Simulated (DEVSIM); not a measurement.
Structure: illuminated Si n-on-p cell, one wavelength, at 300 K.

| layer (left to right) | material | thickness (μm) | Nd (cm⁻³) | Na (cm⁻³) | τn (s) | τp (s) | absorption coefficient (cm⁻¹) |
|---|---|---|---|---|---|---|---|
| 1 | Si | 0.0610 | 1.1e18 | - | 1e-5 | 2.7e-6 | 1600 |
| 2 | Si | 250 | - | 4.4e15 | 0.00014 | 0.00014 | 1600 |

Left contact: ohmic, minority hole recombination velocity 300 cm/s. Right contact: ohmic, minority electron recombination velocity 4e6 cm/s. Voltage is applied to the left contact. Recombination: SRH at mid-gap, radiative, Auger. Light enters at the left, 1.1e17 photons cm⁻² s⁻¹, one pass, no reflection. Mobility is constant in doping.

The device is made up for the run: typed textbook-type constants, with dimensions and the other settings drawn at random. Values at 300 K.

```csv
parameter,Si
gap (eV),1.124
affinity (eV),4.05
permittivity,11.7
Nc (cm⁻³),2.86e19
Nv (cm⁻³),3.1e19
μn (cm²/Vs),1417
μp (cm²/Vs),470
B (cm³/s),4.7e-15
Cn (cm⁶/s),2.8e-31
Cp (cm⁶/s),9.9e-32
```

Simulated with DEVSIM: 1D drift-diffusion, Boltzmann statistics, complete ionisation; no tunnelling, impact ionisation, image-force lowering or self-heating.

### Question
Tabulate band edges, carrier densities and field at zero bias, in the dark.

### Answer
Energies count from the Fermi level of the right contact; mesh points crowd at the junctions.

| x (μm) | Ec (eV) | Ev (eV) | n (cm⁻³) | p (cm⁻³) | field (V/cm) |
|---|---|---|---|---|---|
| 0.000 | 0.084 | -1.040 | 1.1e18 | 110 | ≈ 0 |
| 0.02266 | 0.084 | -1.040 | 1.1e18 | 110 | ≈ 0 |
| 0.04567 | 0.085 | -1.039 | 1.1e18 | 110 | 1900 |
| 0.06766 | 0.148 | -0.976 | 9.4e16 | 1200 | 42000 |
| 0.1331 | 0.345 | -0.779 | 4.5e13 | 2600000 | 27000 |
| 0.2545 | 0.619 | -0.505 | 1.1e9 | 1.0e11 | 18000 |
| 0.5495 | 0.884 | -0.240 | 40000 | 2.9e15 | 1700 |
| 1.644 | 0.895 | -0.229 | 26000 | 4.4e15 | ≈ 0 |
| 3.672 | 0.895 | -0.229 | 26000 | 4.4e15 | ≈ 0 |
| 8.602 | 0.895 | -0.229 | 26000 | 4.4e15 | ≈ 0 |
| 20.22 | 0.895 | -0.229 | 26000 | 4.4e15 | ≈ 0 |
| 60.79 | 0.895 | -0.229 | 26000 | 4.4e15 | ≈ 0 |
| 139.5 | 0.895 | -0.229 | 26000 | 4.4e15 | ≈ 0 |
| 203.1 | 0.895 | -0.229 | 26000 | 4.4e15 | ≈ 0 |
| 234.5 | 0.895 | -0.229 | 26000 | 4.4e15 | ≈ 0 |
| 243.5 | 0.895 | -0.229 | 26000 | 4.4e15 | ≈ 0 |
| 247.3 | 0.895 | -0.229 | 26000 | 4.4e15 | ≈ 0 |
| 248.8 | 0.895 | -0.229 | 26000 | 4.4e15 | ≈ 0 |
| 249.7 | 0.895 | -0.229 | 26000 | 4.4e15 | ≈ 0 |
| 249.9 | 0.895 | -0.229 | 26000 | 4.4e15 | ≈ 0 |
| 250.0 | 0.895 | -0.229 | 26000 | 4.4e15 | ≈ 0 |
| 250.1 | 0.895 | -0.229 | 26000 | 4.4e15 | ≈ 0 |
